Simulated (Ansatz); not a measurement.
Start from MoTe2 (space group Fm-3m, No. 225; a = 6.561 Å; a hypothetical phase, not in the database extracts checked).

The change: a hydrostatic pressure of 9 GPa.

Levels (all Ansatz, an electronic-structure program, PAW): PBEsol (420 eV, spin-orbit coupling left out); r2SCAN (500 eV, no SOC).

The geometry is relaxed with PBEsol.

```
Item              Result
---------------  -------
PBEsol pressure  9.0 GPa
```

**Question.** What does r2SCAN give at this geometry for the pressure?

**Answer.** The pressure grows by 4.2 GPa to 13.2 GPa.

Single points use the geometry relaxed with PBEsol. Their cutoffs differ, which shifts pressures a little. Load acts through the strain it causes; cell and atoms are relaxed under it. Stability against distortions was not tested. No other phases were tried under pressure. The final runs are not spin-polarised. MoTe2 has a high density of states at the Fermi level and may be magnetic at this level.
